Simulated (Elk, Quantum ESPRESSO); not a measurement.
A Quantum ESPRESSO input for a self-consistent single point of Ca2In3Cu (Cm, 6 atoms in the cell) (DFT, LDA (PW92), plane waves, PseudoDojo standard norm-conserving (LDA) pseudopotentials):

```fortran
&control
 calculation = 'scf'
 prefix = 'pwscf'
 outdir = './work'
 pseudo_dir = './'
 tprnfor = .true.
 tstress = .true.
/
&system
 ibrav = 0
 nat = 6
 ntyp = 3
 ecutwfc = 95
 occupations = 'smearing'
 smearing = 'fd'
 degauss = 0.0036749
/
&electrons
 conv_thr = 1.0d-10
 mixing_beta = 0.4
/
ATOMIC_SPECIES
Ca    40.0780  Ca.upf
In   114.8180  In.upf
Cu    63.5460  Cu.upf
CELL_PARAMETERS bohr
  10.645205205    -4.507979465     0.000000000
  10.645205205     4.507979465     0.000000000
  -9.513440670     0.000000000    10.707226017
ATOMIC_POSITIONS angstrom
Ca    4.630293293    0.000000000    1.648641839
Ca    1.580314985    0.000000000    3.994147479
In    8.058449540    0.000000000    1.805477273
In    4.834596559    0.000000000    4.925017904
In    1.307329134    0.000000000    0.546034347
Cu   -1.714671511    0.000000000    4.078741157
K_POINTS automatic
4 4 3  0 0 0
```

Problem. Translate this input to Elk.

Solution. This is the input that was run; spellings and numerical settings could be chosen otherwise.

```
tasks
  0

xctype
  3

rgkmax
  7.0

rmtscf
  0.96

stype
  3

swidth
  0.00183747

avec
   10.6452052052   -4.5079794648    0.0000000000
   10.6452052052    4.5079794648    0.0000000000
   -9.5134406703    0.0000000000   10.7072260167

atoms
  3   : nspecies
  'Ca.in'   : spfname
  2   : natoms; atposl, bfcmt below
  0.5410000000  0.5410000000  0.2909700000    0.0 0.0 0.0
  0.4552600000  0.4552600000  0.7049300000    0.0 0.0 0.0
  'In.in'   : spfname
  3   : natoms; atposl, bfcmt below
  0.8576500000  0.8576500000  0.3186500000    0.0 0.0 0.0
  0.8175200000  0.8175200000  0.8692200000    0.0 0.0 0.0
  0.1591000000  0.1591000000  0.0963700000    0.0 0.0 0.0
  'Cu.in'   : spfname
  1   : natoms; atposl, bfcmt below
  0.1694700000  0.1694700000  0.7198600000    0.0 0.0 0.0

ngridk
  4 4 3
```

Basis, cutoffs, solver keys and any potentials are the target program's own. This input uses DFT, LDA (PW92), all-electron FP-LAPW, Elk's shipped species files, default APW+lo basis. LDA parametrisations can differ slightly between programs.

The starting cell comes from a database of computed structures (which also holds hypothetical and non-ambient phases and stackings), without a prior relaxation at this level.
